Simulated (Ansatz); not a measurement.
Cd(GaSe2)2: band gap against strain

Cd(GaSe2)2 (I-4, 25.251 Å³/atom and stress up to 0.01 GPa in the relaxed cell, c along z) under an equal strain ε in the (001) plane with the normal axis free, as in a coherent film. PBEsol in Ansatz, a plane-wave DFT program (PAW, default set), 420 eV, 8×8×8 Γ-centred mesh, Fermi-Dirac smearing 0.05 eV; ions are relaxed, or left where forces stay under 0.02 eV/Å, within the symmetry of each cell. Gaps are the smallest over the k-mesh and a band path, without spin-orbit coupling; in all rows the valence edge lies at Γ and the conduction edge at Γ.

Here s stands for strain and Eg for gap.

| strain (%) | gap (eV) |
|---|---|
| -3.00 | ? |
| -2.25 | 1.320 |
| -1.50 | 1.340 |
| -0.75 | 1.356 |
| 0.00 | 1.366 |

Problem. Fit Eg against s with a straight line, and predict the withheld value at s = -3.00.

Solution. Means: s -1.1250, Eg 1.3455. About the means, the sum of products is 0.057750 and the sum of squares of s is 2.8125; the slope is their ratio. Least squares gives Eg = 1.3686 + 0.02053·s. Residuals (row less fit): -0.0024, 0.0022, 0.0028, -0.0026; standard error 0.0035 (degrees of freedom: 2). Over these rows the gap moves by 2.1 ± 0.2 eV per unit strain. At the withheld row, Eg = 1.3686 + 0.02053 × (-3.00) = 1.3070 eV. The calculation gives 1.294 eV, 0.0130 eV below the prediction (18.1 % of the range of Eg in the table). The row lies outside the fitted rows, so this is an extrapolation. From the scatter of the fitted rows alone, a prediction at this place has a standard error of 0.0056 eV, so the miss is 2.3 times that.

The start is a measured cell from the literature; how it stands against other phases or cation orders wasn't checked. Spin-orbit coupling is left out, which can shift this property for Cd(GaSe2)2. Rows are the converged runs of the series near zero and its far end; series whose fitted rows scatter by over a few per cent of the range, as at a crossing or softening among them, aren't shown in this form, nor equations of state whose B0' disagrees with the runs' pressures. Most that stay on the fit to the last digits aren't either.
